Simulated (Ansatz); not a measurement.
## How a calculation on CuZn (Pm-3m, 2 atoms in the cell) responds to its settings

```
CuZn
1.0
    2.99779     0.00000     0.00000
    0.00000     2.99779     0.00000
    0.00000     0.00000     2.99779
Zn Cu
1 1
Direct
  0.50000   0.50000   0.50000
  0.00000   0.00000   0.00000
```

Base run A: PBEsol, harder PAW files (source: ansatz) made with PBE run with Ansatz (an electronic-structure program), self-consistent single point.

Its settings: basis.ecutwfc = 700 eV; kpoints.mp_grid.grid = 7 7 7; kpoints.mp_grid.shift = 0.5 0.5 0.5; hamiltonian.xc = pbesol; hamiltonian.pseudopotentials = {kind: paw, source: ansatz}; scf.occupations.method = cold; scf.occupations.width = 0.1 eV.

The starting cell has typed, rounded lattice constants, without a prior relaxation at this level. Its lattice was rescaled by a random factor within 2.5 % of one. Spin polarisation is off. In the base run, with a pressure of about -10 GPa the cell is away from its equilibrium volume at this level. Ansatz's pressure includes its estimate of the finite-basis (Pulay) stress.

ΔF is the free energy per atom less that of run A. 

The first pressure column holds Ansatz's estimate of the finite-basis (Pulay) stress, which hides part of the cutoff error; the other is without it.

In some runs the Pulay estimate is large (up to 140 GPa), a sign of a cutoff far from converged.

Run A gave: pressure (GPa) -9.93; pressure at a fixed set of plane waves (GPa) -9.94.

Runs:
- B: lattice scaled by 0.97
- C: lattice scaled by 0.97; basis.ecutwfc: 700 eV → 420 eV
- D: lattice scaled by 0.985
- E: lattice scaled by 0.985; basis.ecutwfc: 700 eV → 420 eV
- F: lattice scaled by 1.015
- G: lattice scaled by 1.015; basis.ecutwfc: 700 eV → 420 eV
- H: lattice scaled by 1.03
- I: lattice scaled by 1.03; basis.ecutwfc: 700 eV → 420 eV
- J: basis.ecutwfc: 700 eV → 420 eV

### Question
What does run J change against A?

### Answer
The free energy rises by 1.50 eV/atom and the pressure hardly changes (-9.93 to -9.89 GPa).

### Question
What does run F change against A?

### Answer
The free energy goes up by 44.9 meV/atom and the pressure goes from -9.93 to -13.28 GPa.

| run | ΔF (meV/atom) | pressure (GPa) | pressure at a fixed set of plane waves (GPa) |
|---|---|---|---|
| A | 0.00 | -9.93 | -9.94 |
| B | -39.4 | 0.17 | 0.16 |
| C | 1423.1 | -0.17 | -142.96 |
| D | -29.2 | -5.53 | -5.54 |
| E | 1466.2 | -5.80 | -144.84 |
| F | 44.9 | -13.28 | -13.29 |
| G | 1523.2 | -14.16 | -139.30 |
| H | 102.7 | -15.78 | -15.78 |
| I | 1607.9 | -15.59 | -138.24 |
| J | 1499.7 | -9.89 | -143.36 |

Keys are those of Ansatz 0.2.
